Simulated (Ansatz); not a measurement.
**OH on the 1x1 (100) surface of monoclinic HfO2 (cut with top plane 2 O), one in a 1x1 cell, started at the site 'top O'**

Host crystal: monoclinic HfO2, with a band gap (PBE, scalar-relativistic without spin-orbit coupling).

The numbers are results of r2SCAN, at the PBE geometry and the start's symmetry (plane waves to 500 eV, PAW; Ansatz, an electronic-structure program), not measurements.

Set-up: 26 atoms, 9.6 Å thick at the start under the adsorbate (thin: gaps and levels are the slab's own); mesh 4x4x1; 0.01 eV smearing; dipole correction on; single point; no symmetry held, on the structure that PBE left; spin-polarised, ending with about 1.0 μB a cell, a value that depends on the mesh; orders that need a larger cell were not tried, no spin-orbit, no U, no dispersion correction. The slab shows no gap over 0.04 eV on its mesh. The program's check for a lower electronic state was not made. At the end it is bonded to Hf. In D3-corrected PBE it is, or lies within 0.03 eV of, the lowest of the starts that converged.

```yaml
adsorption energy against H2O(g) − ½ H2(g) at the same level: 1.30 eV
change_of_the_step_from_the_bottom_to_the_top_vacuum_level_against_the_clean_slab: -0.75 eV
height of the binding atom over the mean of the host atoms within 0.3 Å of the top one: 0.415 Å
nearest_host_atoms_of_the_binding_atom: Hf at 2.01 Å, O at 2.65 Å, O at 2.73 Å
caution: the clean host was not checked against rearrangement in a larger or rattled cell
cost: roughly 7 core-minutes
```

A negative adsorption energy means that the adsorbate is more stable on the surface than in its reference.
